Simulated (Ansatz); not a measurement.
# Mg2Si: tensor shear ε_xz = −0.18 %

The reference is Mg2Si (space group Fm-3m, No. 225; a = 6.326 Å). Axes: x, y, z lie along the cube axes.

Perturbation: a pure shear with ε_xz = ε_zx = -0.0018; the atoms relax in the strained cell.

The values are results of Ansatz (an electronic-structure program), PBEsol, PAW, cutoff 420 eV, without spin-orbit coupling, not measurements. k-mesh 13×13×13 (Γ-centred); smearing 0.05 eV (Fermi–Dirac).

```tsv
quantity	base	changed	shift
space group	Fm-3m (No. 225)	Immm (No. 71)	–
energy relative to the base (free energy F)	0 meV/atom	0.0 meV/atom	0.0 meV/atom
pressure (mean of the normal stresses, compression positive)	-0.01 GPa	-0.01 GPa	0.00 GPa
band gap	0.12 eV	0.10 eV	-0.014 eV
gap character	–	indirect, Γ → X	–
valence-band top at Γ (three highest levels, from the VBM)	0.00, 0.00, 0.00 eV	0.00, -0.01, -0.02 eV	–
valley order (the lowest conduction-band minima on the path, energy above the VBM, named in the base's zone)	X along ⟨100⟩ 0.12 eV; L along ⟨111⟩ 1.28 eV	X along [010] 0.10 eV; X along [100] 0.10 eV; L along [111] 1.26 eV; L along [11-1] 1.28 eV	–
stress (xx, yy, zz, yz, xz, xy; compression positive)	–	(-0.01, -0.01, -0.01, 0.00, 0.16, 0.00) GPa	–
```

Cost of the whole job for the changed cell (relaxation, final SCF and bands): around 100 core-seconds (rough).

Whether these cells are dynamically stable was not tested. The zero or small gap of Mg2Si can change with the level of theory. k-point labels follow each cell's own Brillouin zone.
